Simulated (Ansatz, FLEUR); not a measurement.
An Ansatz (a program for electronic structure) input for a self-consistent single point of NaH (Fm-3m, 2 atoms in the cell) (DFT, PBEsol, plane waves, default PAW files made with PBE):

Ansatz 0.2 input:
```yaml
# NaH
crystal:
  lattice:
    - [0.00000000, 2.44000000, 2.44000000]
    - [2.44000000, 0.00000000, 2.44000000]
    - [2.44000000, 2.44000000, 0.00000000]
  atoms:
    - { symbol: Na, position: [0.00000000, 0.00000000, 0.00000000] }
    - { symbol: H, position: [0.50000000, 0.50000000, 0.50000000] }
kpoints:
  mp_grid: { grid: [6, 6, 6] }
hamiltonian:
  xc: pbesol
  pseudopotentials: { kind: paw }
scf:
  occupations: { method: fermi_dirac, width: 0.05 }
output:
  forces: true
  eigenvalues: true
  stress: true
```

Translate this input to FLEUR.

One input that does it (others would too):

Input of the input generator:

```
scf NaH
&input film=f /
0.0000000000 2.4400000000 2.4400000000
2.4400000000 0.0000000000 2.4400000000
2.4400000000 2.4400000000 0.0000000000
1.8897261246
1.0 1.0 1.0

2
11 0.0000000000 0.0000000000 0.0000000000
1 0.5000000000 0.5000000000 0.5000000000

&comp jspins=1 /
&exco xctyp='PBEs' /
&kpt div1=6 div2=6 div3=6 gamma=t /
&end /
```

```xml
<?xml version="1.0" encoding="UTF-8" standalone="no"?>
<fleurInput fleurInputVersion="0.39">
   <comment>
      scf NaH                                                                                             
   </comment>
   <calculationSetup>
      <cutoffs Kmax="4.6" Gmax="18.4" GmaxXC="18.4" numbands="0"/>
      <scfLoop itmax="100" minDistance="0.00001" maxIterBroyd="15" imix="Anderson" alpha="0.05" precondParam="0.0" spinf="2.0"/>
      <coreElectrons ctail="T" frcor="F" kcrel="0" coretail_lmax="0"/>
      <xcFunctional name="PBEs" relativisticCorrections="F"/>
      <magnetism jspins="1"/>
      <soc l_soc="F" theta="0.0" phi="0.0" spav="F"/>
      <expertModes spex="0" secvar="F"/>
      <geometryOptimization l_f="T" forcealpha="1.0" forcemix="BFGS" epsdisp="0.00001" epsforce="0.00001"/>
      <ldaU l_linMix="F" mixParam="0.05" spinf="1.0"/>
   </calculationSetup>
   <cell>
      <bzIntegration valenceElectrons="10.0" mode="hist" fermiSmearingEnergy="0.00183747">
         <kPointListSelection listName="default-1"/>
         <!-- k-points included here -->
         <xi:include xmlns:xi="http://www.w3.org/2001/XInclude" href="kpts.xml"> </xi:include>
      </bzIntegration>
      <!-- symmetry operations included here -->
      <xi:include xmlns:xi="http://www.w3.org/2001/XInclude" href="sym.xml"> </xi:include>
      <bulkLattice scale="1.0">
         <bravaisMatrix>
            <row-1>    0.0000000000000000     4.6109317440239996     4.6109317440239996</row-1>
            <row-2>    4.6109317440239996     0.0000000000000000     4.6109317440239996</row-2>
            <row-3>    4.6109317440239996     4.6109317440239996     0.0000000000000000</row-3>
         </bravaisMatrix>
      </bulkLattice>
   </cell>
   <atomSpecies>
      <species name="Sodium (Na)" element="Na" atomicNumber="11">
         <mtSphere radius="2.59" gridPoints="893" logIncrement="0.013"/>
         <atomicCutoffs lmax="10" lnonsphr="8"/>
         <electronConfig flipSpins="F">
            <coreConfig>(1s1/2)</coreConfig>
            <valenceConfig>(2s1/2) (2p1/2) (2p3/2) (3s1/2)</valenceConfig>
            <stateOccupation state="(3s1/2)" spinUp="0.5" spinDown="0.5"/>
         </electronConfig>
         <energyParameters s="3" p="3" d="3" f="4"/>
         <lo type="SCLO" l="0" n="2" eDeriv="0"/>
         <lo type="SCLO" l="1" n="2" eDeriv="0"/>
      </species>
      <species name="Hydrogen (H)" element="H" atomicNumber="1">
         <mtSphere radius="1.72" gridPoints="595" logIncrement="0.015"/>
         <atomicCutoffs lmax="8" lnonsphr="6"/>
         <electronConfig flipSpins="F">
            <coreConfig></coreConfig>
            <valenceConfig>(1s1/2)</valenceConfig>
            <stateOccupation state="(1s1/2)" spinUp="0.5" spinDown="0.5"/>
         </electronConfig>
         <energyParameters s="1" p="2" d="3" f="4"/>
      </species>
   </atomSpecies>
   <atomGroups>
      <atomGroup species="Sodium (Na)">
         <relPos label="                   1">.0000000000 .0000000000 .0000000000</relPos>
         <force calculate="T" relaxXYZ="TTT"/>
      </atomGroup>
      <atomGroup species="Hydrogen (H)">
         <relPos label="                   2">1.000/2.000 1.000/2.000 1.000/2.000</relPos>
         <force calculate="T" relaxXYZ="TTT"/>
      </atomGroup>
   </atomGroups>
   <output dos="F" band="F" slice="F">
      <checks vchk="F" cdinf="F"/>
      <bandDOS minEnergy="-.5*Htr" maxEnergy="0.5*Htr" sigma="0.015" storeEVData="T"/>
      <vacuumDOS vacdos="F" integ="F" star="F" nstars="0" locx1="0.0" locy1="0.0" locx2="0.0" locy2="0.0" nstm="0" tworkf="0.0"/>
      <unfoldingBand unfoldBand="F" supercellX="1" supercellY="1" supercellZ="1"/>
      <plotting iplot="0" polar="F">
         <plot TwoD="T" vec1="  1.0  0.0  0.0" vec2="  0.0  1.0  0.0" vec3="  0.0  0.0  1.0" zero="  0.0  0.0  0.0" file="plot"/>
      </plotting>
      <chargeDensitySlicing numkpt="0" minEigenval="0.0" maxEigenval="0.0" nnne="0" pallst="F"/>
      <specialOutput eonly="F"/>
      <magneticCircularDichroism mcd="F" energyLo="-10.0" energyUp="0.0"/>
   </output>
  <!-- We include the file relax.xml here to enable relaxations (see documentation) -->
  <xi:include xmlns:xi="http://www.w3.org/2001/XInclude" href="relax.xml"> <xi:fallback/> </xi:include>
</fleurInput>
```

Basis, cutoffs, solver keys and any potentials are the target program's own. This input uses DFT, PBEsol, all-electron FLAPW (FLEUR), scalar-relativistic valence. Both were run: gap on the mesh 3.568 eV in Ansatz and 3.568 in FLEUR.

On Ansatz: the starting cell has typed, rounded lattice constants, without a prior relaxation at this level.

On FLEUR: the starting cell has typed, rounded lattice constants, without a prior relaxation at this level. Values depend on the basis (sphere radii, cutoffs, local orbitals), which need not be converged.
